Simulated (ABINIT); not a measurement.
Input and output of a self-consistent single point for ZrN (Fm-3m, 2 atoms in the cell) (ABINIT).

Method: PBE, spin-orbit coupling, norm-conserving pseudopotentials (PseudoDojo nc-fr-04 PBE standard) (plane waves; ABINIT).

```yaml
crystal:
  lattice:
    - [0.00000, 2.33992, 2.33992]
    - [2.33992, 0.00000, 2.33992]
    - [2.33992, 2.33992, 0.00000]
  atoms:
    - { symbol: Zr, position: [0.50000, 0.50000, 0.50000] }
    - { symbol: N, position: [0.00000, 0.00000, 0.00000] }
```

Reference input (self-consistent single point, DFT, PBE, plane waves, norm-conserving pseudopotentials (PseudoDojo nc-sr-05 PBE standard)): pseudos = [Zr.upf, N.upf]; ecut = 42 Ha; ixc = 11; occopt = 3; tsmear = 0.00183747 Ha; ngkpt = 8 8 8; nshiftk = 1; shiftk = 0 0 0; potentials = PseudoDojo nc-sr-05 PBE standard; nband = 14; kptopt = 1; nstep = 50. This run's input differs from it in these lines:

```diff
@@ -1,2 +1,2 @@
-# ZrN, PseudoDojo nc-sr-05 PBE standard
+# ZrN, PseudoDojo nc-fr-04 PBE standard
 pp_dirpath "./"
@@ -17,5 +17,7 @@
 ixc 11
+nspinor 2
+nspden 1
 occopt 3
 tsmear 0.00183747
-nband 14
+nband 29
 kptopt 1
```

Its files differ too (potentials: PseudoDojo nc-sr-05 PBE standard → PseudoDojo nc-fr-04 PBE standard).

Log, with long lists cut:

```
  Calculation with spin-orbit coupling
  Max number of channels (spin-orbit included)   5
  - Atom type    1 has spin-orbit characteristics (pspso=  2)
  - Atom type    2 has spin-orbit characteristics (pspso=  2)
  Nonlocal part applied using Legendre polynomials
  Max number of non-local projectors over l and type   4
  Highest angular momentum +1 .......   3
  Max number of (l,n)   components ..  15
  Max number of (l,m,n) components ..  15

 Pseudo-Core Charge Info:
   Number of radial points for pseudo-core charge .. 2501
   XC core-correction treatment (optnlxccc) ........    1
   Radius for pseudo-core charge for each type .....

  - Atom type    1 has pseudo-core radius ..  3.5200
  - Atom type    2 has pseudo-core radius ..  2.1300

 Info on the Q-grid used for form factors in spline form:
   Number of q-points for radial functions ffspl ..   3001
   Number of q-points for vlspl ...................   3001
   vloc is computed in Reciprocal Space
   model core charge treated in real-space

  XC functional for type 1 is -101130
  Pseudo valence available: yes
  XC functional for type 2 is -101130
  Pseudo valence available: yes

 symatm: atom number 1 is reached starting at atom
   1  1  1  1  1  1  1  1  1  1  1  1  1  1  1  1  1  1  1  1  1  1  1  1
   1  1  1  1  1  1  1  1  1  1  1  1  1  1  1  1  1  1  1  1  1  1  1  1
 symatm: atom number 2 is reached starting at atom
   2  2  2  2  2  2  2  2  2  2  2  2  2  2  2  2  2  2  2  2  2  2  2  2
   2  2  2  2  2  2  2  2  2  2  2  2  2  2  2  2  2  2  2  2  2  2  2  2

--- !BUG
src_file: m_inwffil.F90
src_line: 2703
mpi_rank: 0
message: |
    When nspinor2 is 2, nbd2 must be even, while it is nbd2=29
...

  Action: contact ABINIT group (please attach the output of `abinit -b`)

 abinit_abort: decision taken to exit. Check above messages for more info
Abort(13) on node 0 (rank 0 in comm 0): application called MPI_Abort(MPI_COMM_WORLD, 13) - process 0

--- !BUG
src_file: m_inwffil.F90
src_line: 2703
mpi_rank: 0
message: |
    When nspinor2 is 2, nbd2 must be even, while it is nbd2=29
...

  Action: contact ABINIT group (please attach the output of `abinit -b`)
```

The program stopped before any SCF iteration. 

The starting cell comes from a database of computed structures (which also holds hypothetical and non-ambient phases and stackings), without a prior relaxation at this level. Its lattice was rescaled by a random factor within 2.5 % of one.
